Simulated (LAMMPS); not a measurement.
LAMMPS 22 Jul 2025, classical MD, EAM (W_zhou.eam.alloy): W, 62079 atoms.

```json
{
  "task": "MD, nve",
  "potential": "EAM, W_zhou.eam.alloy",
  "copies_of_the_repeat_unit": "40×40×40",
  "shape (slab and sphere leave vacuum in the box)": "sphere",
  "temperature": "800 K",
  "steps": "500",
  "timestep": "2 fs",
  "neighbor_skin": "2 Å",
  "neigh_modify": "every 1 delay 0 check yes",
  "thermo": "100",
  "processors": "4 4 4",
  "newton": "on (default)",
  "atom_modify sort (bins of 2 Å where set)": "1000 (default)",
  "comm_style": "brick (default)",
  "box": "253.2 × 253.2 × 253.2 Å, the particle off centre in vacuum",
  "start": "generated bcc lattice, warmed in an untimed run",
  "compared_values": "energy and forces of the first step, drift over the run"
}
```

It runs on a single node (Arm Neoverse V2, 96 cores on 1 socket, no SMT, 1 L3 cache group).

Run on 64 ranks, it takes 10 s from launch to exit:

```bash
# ahead of the timed run: OMP_NUM_THREADS=1 mpirun -np 48 lmp -in in.warm -log none -nocite
OMP_NUM_THREADS=1 mpirun -np 64 lmp -in in.lmp -log log.lammps -nocite
```

From its output:

```
  using 1 OpenMP thread(s) per MPI task
  4 by 4 by 4 MPI processor grid
  62079 atoms
  master list distance cutoff = 9.8925
  ghost atom cutoff = 9.8925
Per MPI rank memory allocation (min/avg/max) = 3.224 | 3.722 | 7.548 Mbytes
84.1% CPU use with 64 MPI tasks x 1 OpenMP threads
...
Loop time of 9.89485 on 64 procs for 500 steps with 62079 atoms

Performance: 8.732 ns/day, 2.749 hours/ns, 50.531 timesteps/s, 3.137 Matom-step/s
84.1% CPU use with 64 MPI tasks x 1 OpenMP threads

MPI task timing breakdown:
Section |  min time  |  avg time  |  max time  |%varavg| %total
---------------------------------------------------------------
Pair    | 0.11646    | 2.7407     | 9.7568     | 188.3 | 27.70
Neigh   | 0          | 0          | 0          |   0.0 |  0.00
Comm    | 0.00014183 | 0.83168    | 5.8246     | 210.3 |  8.41
Output  | 0.00026427 | 0.00096317 | 0.0011313  |   0.0 |  0.01
Modify  | 0.00010121 | 0.00323    | 0.025437   |  14.5 |  0.03
Other   |            | 6.318      |            |       | 63.85

Nlocal:        969.984 ave        7793 max           0 min
Histogram: 56 0 0 0 0 0 0 0 0 8
Nghost:        1074.02 ave        7108 max           0 min
Histogram: 56 0 0 0 0 0 0 0 0 8
Neighs:         115138 ave      982144 max           0 min
Histogram: 56 0 0 0 0 0 0 0 2 6

Total # of neighbors = 7368844
Ave neighs/atom = 118.70107
Neighbor list builds = 0
Dangerous builds = 0
```

Times are wall-clock medians of two to five runs, from launch to exit, with nothing else on the machine. Unless noted, each process is bound to its own block of adjacent cores. The times hold for this build (PyPI wheel: MPICH, OPENMP and OPT packages). Scratch files lie in a memory file system. A preparatory run goes ahead and isn't timed.

**Question.** What holds this run back, and which change relieves it on the same cores with the result kept within 1.0 meV/atom in energy, 10 meV/Å in forces on 48 atoms, 0.20 meV an atom in drift of the total energy?

**Answer.** The largest part is other (Other), 62 % of the time from launch to exit. One change that relieves it (others may too): going from processors = 4 4 4 to processors = 64 1 1, one of the fastest among the values tried that keep the result: 10 s to 4.2 s (2.4× as fast). The largest move is in other (Other): 6.3 s to 2.0 s. The slowest rank's pair time is 3.56 times the mean in the first run and 2.43 times in the second; the others wait. What the program resolved moves too: grid of ranks from 4 by 4 by 4 to 64 by 1 by 1. These two results differ by: energy equal as printed, forces on 48 atoms equal as printed, drift of the total energy equal as printed. Others tried: processors = 1 1 64 (4.5 s); processors = * * 1 (9.2 s); processors = 8 8 1 (9.2 s); processors = * * * (default) (10 s). 1 planned setting was not run, for want of time.
